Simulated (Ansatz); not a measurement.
# Pressure series in Ta2O5

Base system: Ta2O5 (space group Pmmn, No. 59; a = 3.838 Å, b = 12.993 Å, c = 3.869 Å; a cell from a computed database, its experimental status unchecked).

Cell and atoms are relaxed at each pressure.

Level of theory: PBEsol in Ansatz (plane waves to 420 eV, PAW, scalar-relativistic without spin-orbit coupling).

Two rows of this table had their results exchanged by mistake.

```json
[
 {"pressure": "pressure −2 GPa", "volume per atom (Å³)": "13.23", "shortest distance (Å)": "1.875", "band gap": "2.24 eV"},
 {"pressure": "pressure −1 GPa", "volume per atom (Å³)": "13.85", "shortest distance (Å)": "1.877", "band gap": "2.28 eV"},
 {"pressure": "pressure 0.3 GPa", "volume per atom (Å³)": "13.76", "shortest distance (Å)": "1.880", "band gap": "2.27 eV"},
 {"pressure": "pressure 0.7 GPa", "volume per atom (Å³)": "13.74", "shortest distance (Å)": "1.883", "band gap": "2.27 eV"},
 {"pressure": "pressure 3 GPa", "volume per atom (Å³)": "13.60", "shortest distance (Å)": "1.892", "band gap": "2.24 eV"},
 {"pressure": "pressure 5 GPa", "volume per atom (Å³)": "13.48", "shortest distance (Å)": "1.887", "band gap": "2.22 eV"},
 {"pressure": "pressure 7.5 GPa", "volume per atom (Å³)": "13.35", "shortest distance (Å)": "1.881", "band gap": "2.22 eV"},
 {"pressure": "pressure 10 GPa", "volume per atom (Å³)": "13.91", "shortest distance (Å)": "1.873", "band gap": "2.29 eV"}
]
```

Problem. Which two?

Solution. The rows for pressure −2 GPa and pressure 10 GPa: the volume has to fall steadily with pressure, so 13.91 Å³ belongs to pressure −2 GPa and 13.23 Å³ to pressure 10 GPa.

With Ta present, leaving out spin-orbit coupling can change the band edges. Load acts through the strain it causes; cell and atoms are relaxed under it. Stability against distortions was not tested. No other phases were tried under pressure.

Ansatz is a first-principles code.
